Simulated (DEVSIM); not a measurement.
Structure: illuminated Si p-on-n cell, one wavelength, at 350 K.

| layer (left to right) | material | thickness (μm) | Nd (cm⁻³) | Na (cm⁻³) | τn (s) | τp (s) | absorption coefficient (cm⁻¹) |
|---|---|---|---|---|---|---|---|
| 1 | Si | 0.0370 | - | 1e19 | 2.7e-8 | 8e-8 | 30000 |
| 2 | Si | 240 | 3.3e16 | - | 3.5e-7 | 3.5e-7 | 30000 |

Left contact: ohmic, minority electron recombination velocity 30000 cm/s. Right contact: ohmic, minority hole recombination velocity 20000 cm/s. Voltage is applied to the left contact. Recombination: SRH at mid-gap, radiative, Auger. Light enters at the left, 2.2e16 photons cm⁻² s⁻¹, one pass, no reflection. Mobility is constant in doping.

The device is made up for the run: typed textbook-type constants, with dimensions and the other settings drawn at random. Values at 300 K; Nc and Nv go as T^1.5, mobilities as T to minus their exponent, the gap by Varshni's rule with the affinity fixed.

```csv
parameter,Si
gap (eV),1.124
affinity (eV),4.05
permittivity,11.7
Nc (cm⁻³),2.86e19
Nv (cm⁻³),3.1e19
μn (cm²/Vs),1417
μp (cm²/Vs),470
T exponent of μn,2.3
T exponent of μp,2.2
B (cm³/s),4.7e-15
Cn (cm⁶/s),2.8e-31
Cp (cm⁶/s),9.9e-32
Varshni α (eV/K),0.000473
Varshni β (K),636
```

Model (solved in DEVSIM): 1D drift-diffusion, Boltzmann statistics, complete ionisation; no tunnelling, impact ionisation, image-force lowering or self-heating.

### Question
Tabulate band edges, carrier densities and field at 0.9 V on the left contact, in the dark.

### Answer
Energies count from the Fermi level of the right contact; mesh points crowd at the junctions.

| x (μm) | Ec (eV) | Ev (eV) | n (cm⁻³) | p (cm⁻³) | field (V/cm) |
|---|---|---|---|---|---|
| 0.000 | 0.170 | -0.941 | 4.0e14 | 1.0e19 | ≈ 0 |
| 0.01745 | 0.170 | -0.941 | 4.0e14 | 1.0e19 | ≈ 0 |
| 0.03364 | 0.166 | -0.945 | 4.5e14 | 8.8e18 | -27000 |
| 0.05912 | 0.027 | -1.084 | 4.6e16 | 8.7e16 | -14000 |
| 0.1518 | 0.009 | -1.102 | 8.2e16 | 4.9e16 | ≈ 0 |
| 0.3270 | 0.009 | -1.101 | 8.1e16 | 4.8e16 | ≈ 0 |
| 0.7234 | 0.009 | -1.101 | 8.1e16 | 4.8e16 | ≈ 0 |
| 2.151 | 0.010 | -1.100 | 7.8e16 | 4.5e16 | ≈ 0 |
| 4.850 | 0.012 | -1.099 | 7.4e16 | 4.1e16 | ≈ 0 |
| 10.95 | 0.016 | -1.094 | 6.6e16 | 3.3e16 | ≈ 0 |
| 24.76 | 0.026 | -1.085 | 5.3e16 | 2.0e16 | ≈ 0 |
| 74.51 | 0.066 | -1.045 | 3.6e16 | 3.0e15 | ≈ 0 |
| 153.5 | 0.135 | -0.976 | 3.3e16 | 1.3e14 | ≈ 0 |
| 201.8 | 0.177 | -0.933 | 3.3e16 | 1.8e13 | ≈ 0 |
| 227.3 | 0.200 | -0.911 | 3.3e16 | 5.5e12 | ≈ 0 |
| 234.4 | 0.206 | -0.905 | 3.3e16 | 3.3e12 | ≈ 0 |
| 237.6 | 0.209 | -0.902 | 3.3e16 | 2.5e12 | ≈ 0 |
| 239.0 | 0.210 | -0.901 | 3.3e16 | 2.1e12 | ≈ 0 |
| 239.7 | 0.211 | -0.900 | 3.3e16 | 1.8e12 | ≈ 0 |
| 239.9 | 0.211 | -0.900 | 3.3e16 | 1.8e12 | ≈ 0 |
| 240.0 | 0.211 | -0.900 | 3.3e16 | 1.8e12 | ≈ 0 |
| 240.0 | 0.211 | -0.900 | 3.3e16 | 1.7e12 | ≈ 0 |
